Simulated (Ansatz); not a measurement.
# Hypothetical diamond Zn: pressure series

Take Zn in the diamond structure (space group Fd-3m, No. 227; a = 5.655 Å; a hypothetical phase, not in the database extracts checked) as the base.

Cell and atoms are relaxed at each pressure.

Level of theory: plane-wave PAW DFT at the PBEsol level (Ansatz, an electronic-structure program, 420 eV), scalar-relativistic without spin-orbit coupling.

Notes on the quantities. enthalpy: H = E + PV relative to the base's energy.

```tsv
change	lattice parameter a	enthalpy
base	10.687 bohr	–
pressure −2 GPa	…	-0.29 eV/atom
pressure −1 GPa	10.798 bohr	-0.14 eV/atom
pressure 0.3 GPa	10.657 bohr	+0.04 eV/atom
pressure 0.7 GPa	10.620 bohr	+0.10 eV/atom
pressure 1.5 GPa	10.550 bohr	+0.21 eV/atom
pressure 3 GPa	10.440 bohr	+0.41 eV/atom
pressure 5 GPa	10.314 bohr	+0.67 eV/atom
pressure 7.5 GPa	10.184 bohr	+0.98 eV/atom
pressure 10 GPa	10.073 bohr	+1.28 eV/atom
```

**Question.** Complete the table.

**Answer.** 
- pressure −2 GPa, lattice parameter a: 10.936 bohr

Load acts through the strain it causes; cell and atoms are relaxed under it. Stability against distortions was not tested. Competing high-pressure phases were not computed.
